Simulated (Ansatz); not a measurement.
MoS2: axis ratio against pressure

MoS2 (2H layered, P6_3/mmc, 16.336 Å³/atom at rest, c along z) under hydrostatic pressure, with the cell free. PBEsol-D3(BJ) in Ansatz, a plane-wave DFT program (PAW, default set), 420 eV, 12×12×3 Γ-centred mesh, Fermi-Dirac smearing 0.05 eV; ions are relaxed within the symmetry of each cell.

Here P stands for pressure and y for c/a.

```csv
pressure (GPa),c/a
-2.0,3.836
-1.0,3.794
0.0,3.766
0.3,3.759
0.7,3.750
1.5,3.735
5.0,?
```

Taking a straight line for y over the 6 complete rows: Means: P -0.083333, y 3.7733. About the means, the sum of products is -0.22413 and the sum of squares of P is 7.7883; the slope is their ratio. Least squares gives y = 3.7709 - 0.02878·P. Residuals (row less fit): 0.0075, -0.0057, -0.0049, -0.0033, -0.0008, 0.0073; standard error 0.0067 (degrees of freedom: 4).

Problem. Estimate the missing y (P = 5.0); what did the run itself give?

Solution. y = 3.7709 - 0.02878 × 5.0 = 3.6270. The calculation gives 3.690, 0.0630 above the prediction (43.2 % of the range of y in the table). The row lies outside the fitted rows, so this is an extrapolation. From the scatter of the fitted rows alone, a prediction at this place has a standard error of 0.0141, so the miss is 4.5 times that.

One order more, fitted to all 8 runs of the series, follows each within 0.004, so the miss is the next term of a smooth law. Other structures, which can take over under pressure, weren't tried. Rows are the converged runs of the series near zero and its far end; series whose fitted rows scatter by over a few per cent of the range, as at a crossing or softening among them, aren't shown in this form. Most that stay on the fit to the last digits aren't either.
